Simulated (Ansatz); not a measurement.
Worked example: self-consistent single point of MgAu (Pm-3m, 2 atoms in the cell) in Ansatz (a quantum-chemistry and plane-wave program).

Method of the run: PBEsol, PAW files made with PBE (plane waves; Ansatz).

The change in words: lattice scaled by 0.98. Reference geometry:
```
CELL_PARAMETERS angstrom
      3.23851     0.00000     0.00000
      0.00000     3.23851     0.00000
      0.00000     0.00000     3.23851
ATOMIC_POSITIONS crystal
  Mg 0.50000 0.50000 0.50000
  Au 0.00000 0.00000 0.00000
```

Reference input (self-consistent single point, DFT, PBEsol, plane waves, PAW files made with PBE): basis.ecutwfc = 30.9 Ry; kpoints.mp_grid.grid = 7 7 7; hamiltonian.xc = pbesol; hamiltonian.pseudopotentials = {kind: paw} (the program's default PAW files); scf.occupations.method = gaussian; scf.occupations.width = 0.0073 Ry. This run's input differs from it in these lines:

```diff
@@ -2,5 +2,5 @@
   lattice:
-    - [3.238513, 0.000000, 0.000000]
-    - [0.000000, 3.238513, 0.000000]
-    - [0.000000, 0.000000, 3.238513]
+    - [3.173743, 0.000000, 0.000000]
+    - [0.000000, 3.173743, 0.000000]
+    - [0.000000, 0.000000, 3.173743]
   atoms:
```

The program printed (abridged):

```
SCF iter   1: F=—  HF=-14925.400877 eV  |F-HF|=—  |Δ(HF+E_count)|=         —  Δρ=1.69e-1  dr2=1.31e1  ethr=3.10e-3  ⟨swp⟩=5.8  Hψ=1696  notcnv=0
all-band conjugate gradients solve this SCF's bands
preconditioner: auto → none
SCF iter   2: F=—  HF=-14922.389406 eV  |F-HF|=—  |Δ(HF+E_count)|=    3.01e0  Δρ=4.75e-2  dr2=1.08e0  ethr=3.10e-3  ⟨swp⟩=3.0  Hψ=958  notcnv=0  defer=9
   [... lines left out ...]
SCF iter   4: F=—  HF=-14922.057641 eV  |F-HF|=—  |Δ(HF+E_count)|=   1.54e-2  Δρ=8.32e-4  dr2=1.48e-4  ethr=1.60e-4  ⟨swp⟩=2.1  Hψ=611  notcnv=0  defer=11
SCF iter   5: F=—  HF=-14922.057659 eV  |F-HF|=—  |Δ(HF+E_count)|=   1.84e-5  Δρ=2.42e-4  dr2=7.77e-6  ethr=5.12e-7  ⟨swp⟩=2.0  Hψ=680  notcnv=0  defer=11
SCF iter   6: F=—  HF=-14922.057630 eV  |F-HF|=—  |Δ(HF+E_count)|=   2.88e-5  Δρ=3.64e-5  dr2=4.89e-7  ethr=2.68e-8  ⟨swp⟩=2.0  Hψ=639  notcnv=0  defer=11
SCF iter   7: F=-14922.057630 eV  HF=-14922.057630 eV  |F-HF|=1.28e-8  |Δ(HF+E_count)|=   1.39e-7  Δρ=5.92e-6  dr2=1.51e-8  ethr=3.45e-10  ⟨swp⟩=8.2  Hψ=1738  notcnv=0
SCF 1 converged in 7 iterations: F = -14922.057630 eV  dr2 = 1.51e-8
Free energy (F): -14922.057630 eV
Internal energy: -14922.053844 eV  (E = F + TS)
E sigma→0 (E₀):  -14922.055737 eV
Entropy (-TS):   -0.003787 eV (-1.893 meV/atom)
Fermi energy:    15.773305 eV
--- Forces (eV/Å), atoms counted from 1 ---
  atom   1  Mg     0.00000000    -0.00000000     0.00000000
  atom   2  Au    -0.00000000    -0.00000000     0.00000000
--- Stress (GPa, compression-positive) ---
        8.321461       0.000000       0.000000
        0.000000       8.321461       0.000000
        0.000000       0.000000       8.321461
  P = ⅓ Tr σ = 8.3215 GPa (83.215 kbar)
  The stress holds the Pulay correction. Without it, at fixed plane waves, as pw.x and ABINIT print it: P = 8.2865 GPa
```

The run converged in 7 iterations. Against the reference run the free energy rises by 28.6 meV/atom and the pressure goes from 1.25 to 8.32 GPa.

The starting cell comes from a database of computed structures (which also holds hypothetical and non-ambient phases and stackings), without a prior relaxation at this level. Its lattice was rescaled by a random factor within 2.5 % of one. For this run, on top of that: lattice scaled by 0.98. With a pressure of about 8 GPa the cell is away from its equilibrium volume at this level. Ansatz's pressure includes its estimate of the finite-basis (Pulay) stress.

Keys are those of Ansatz 0.2.
